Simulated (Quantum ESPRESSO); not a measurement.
## A short convergence ladder for a (001) slab of BaTiO3 (cut from a parent of space group no. 99; 10 atoms in the cell)

```
CELL_PARAMETERS angstrom
      3.97005     0.00000     0.00000
      0.00000     3.97005     0.00000
      0.00000     0.00000    20.08199
ATOMIC_POSITIONS crystal
  Ba 0.00000 0.00000 0.45126
  Ti 0.50000 0.50000 0.35378
  O  0.50000 0.50000 0.44665
  O  0.00000 0.50000 0.34857
  O  0.50000 0.00000 0.34857
  Ba 0.00000 0.00000 0.65143
  Ti 0.50000 0.50000 0.55394
  O  0.50000 0.50000 0.64682
  O  0.00000 0.50000 0.54874
  O  0.50000 0.00000 0.54874
```

Base method: PBE, PseudoDojo standard norm-conserving (PBE) pseudopotentials (plane waves; Quantum ESPRESSO).

Base settings: ecutwfc = 85 Ry; occupations = smearing; smearing = fermi-dirac; degauss = 0.00147 Ry; mixing_mode = local-TF; potentials = {Ba: Ba.upf, Ti: Ti.upf, O: O.upf}; K_POINTS = automatic 3 3 1 0 0 0; conv_thr = 1e-10 Ry; mixing_beta = 0.3.

The count of work is k-points × plane waves × bands × iterations; it is no time. 

**The vacuum**

The mesh stays at the base's, so the ladder's end is converged at best in this setting alone.

Only quantities that move along the ladder and can be compared are tabulated.

```tsv
vacuum between outermost atoms (Å)	free energy less the last step's (meV/atom)	largest difference of a force vector from the last step's (eV/Å)	count of work / last
3.0	-103.06	2.150	0.18
5.0	-33.33	0.952	0.26
6.0	-22.31	0.601	0.31
14.0	0.00	0.000	1.0
```

Smallest vacuum between outermost atoms (Å) that holds the free energy within 5 meV/atom: not settled: the last two steps still differ by 22 meV/atom, over half the tolerance, so the ladder does not show it.

Smallest vacuum between outermost atoms (Å) that holds the forces within 0.02 eV/Å: not settled: the last two steps still differ by 0.60 eV/Å, over half the tolerance, so the ladder does not show it.

On the base run: the starting cell has typed, rounded lattice constants, without a prior relaxation at this level. The slab is cut from that crystal, and its faces are unrelaxed. Its lattice was rescaled by up to half a per cent. Spin polarisation is off, so a magnetic state, if there is one, cannot be reached. The two faces of this cut differ, and no dipole correction was used. In the base run, forces exceed 1 eV/Å. Without a gap this mesh is coarse (it stands for a supercell whose shortest in-plane vector is 12 Å).
